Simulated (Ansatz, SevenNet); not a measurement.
For TaAs (model structure, started from the WC type, P-6m2, No. 187, 2 atoms in the cell), the machine-learned potential SevenNet-l3i5 (trained on PBE and PBE+U data) gives:

- lattice constant a = 3.396 Å
- c axis length = 3.527 Å

Q: What does r²SCAN+rVV10 (Ansatz, an electronic-structure program, plane waves, PAW) give for the same quantities?

A: 
- lattice constant a: 3.394 Å (is nearly the same)
- lattice parameter c: 3.449 Å (drops by 2.2 %)

Changes are worked out from the printed values.

Unless a cell is named, each level is at its own relaxed cell (SevenNet-l3i5 17.61, r²SCAN+rVV10 17.21 Å³/atom).

Levels without +SOC leave out spin–orbit coupling, which shifts energies and cells of such heavy elements.

Ansatz's density-functional and Hartree–Fock values are scalar-relativistic unless marked +SOC, with PAW data made under PBE.

A model structure was made by putting elements into a prototype or built by hand; it is no filed structure, need not be a known phase, and can be a saddle point held by its symmetry.
